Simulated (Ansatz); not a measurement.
# MoP (model structure, started from the CoSn type, P6/mmm, No. 191, 6 atoms in the cell): properties by level of theory

```tsv
level (code)	lattice parameter a (Å)	lattice parameter c (Å)
PBE (Ansatz)	5.393	3.933
PBEsol (Ansatz)	5.333	…
PBE-D3(BJ) (Ansatz)	5.339	…
```

Fill in the missing entries.


- PBEsol (Ansatz, an electronic-structure program), lattice parameter c (Å): 3.906
- PBE-D3(BJ) (Ansatz), lattice parameter c (Å): 3.893

Ansatz's density-functional and Hartree–Fock values are scalar-relativistic unless marked +SOC, with PAW data made under PBE.

Static lattice: no zero-point or thermal effects.

A model structure was made by putting elements into a prototype or built by hand; it is no filed structure, need not be a known phase, and can be a saddle point held by its symmetry.
